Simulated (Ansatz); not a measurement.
Base system: CeO$_{2}$ in the fluorite structure (space group Fm-3m, No. 225; a = 5.437 Å).

All numbers come from r2SCAN (Ansatz, a first-principles code; PAW; 500 eV plane waves; no spin-orbit coupling).

Before the change:

| Quantity | Result |
|---|---|
| Lattice parameter a | 5.437 Å |
| Width of the top valence band | 0.80 eV |

Perturbation: cell and atoms relaxed at a pressure of 15 GPa.

Question: Estimate the effect on the lattice parameter a, width of the top valence band and mean gap deformation potential ΔEg/Δln V.

Answer: The lattice parameter a falls by 0.121 Å to 5.316 Å; the width of the top valence band goes up by 0.10 eV to 0.90 eV; the mean gap deformation potential ΔEg/Δln V amounts to -3.3 eV.

Load acts through the strain it causes; cell and atoms are relaxed under it. Whether these cells are dynamically stable was not tested. No other phases were tried under pressure. Starting moments died away, wholly or in part, for the base; another magnetic solution may exist. All final runs are without spin polarisation.
